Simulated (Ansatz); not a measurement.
Base system: CsPbBr$_{3}$ in the cubic perovskite structure (space group Pm-3m, No. 221; a = 6.003 Å).

Calculations: Kohn–Sham DFT with the PBE functional, run in Ansatz (an electronic-structure program) with PAW and 420 eV plane waves, no spin-orbit coupling.

For the base:

The electron mass is 0.091, 0.84, 0.84 mₑ (at R) and the valley order is R along ⟨111⟩ 1.78 eV; Γ 3.29 eV. The pressure is 0.00 GPa.

One thing is altered: every lattice vector is shortened by 2.40 %, atoms relaxed at fixed cell.

Problem. What does the calculation give for the electron mass, valley order, energy relative to the base and pressure after the change?

Solution. The electron mass (degenerate bands, along [100]) changes from 0.091, 0.84, 0.84 mₑ (at R) to 0.079, 0.76, 0.76 mₑ (at R); the valley order (the lowest conduction-band minima on the path, energy above the VBM, named in the base's zone) changes from R along ⟨111⟩ 1.78 eV; Γ 3.29 eV to R along ⟨111⟩ 1.50 eV; Γ 2.95 eV; the energy goes up by 14 meV/atom; the pressure goes from zero to 1.60 GPa.

Spin-orbit coupling, missing from the scalar runs, can matter with Pb. The levels and masses belong to the bands next to the band gap. The cells carry an imposed strain or load. Masses are band curvatures over ±0.01 Å⁻¹ around the edge. Stability against distortions was not tested. Many cubic perovskites are stable only at high temperature; tilts and polar distortions were not tested. This is not the structure that CsPbBr3 has at room temperature and ambient pressure.
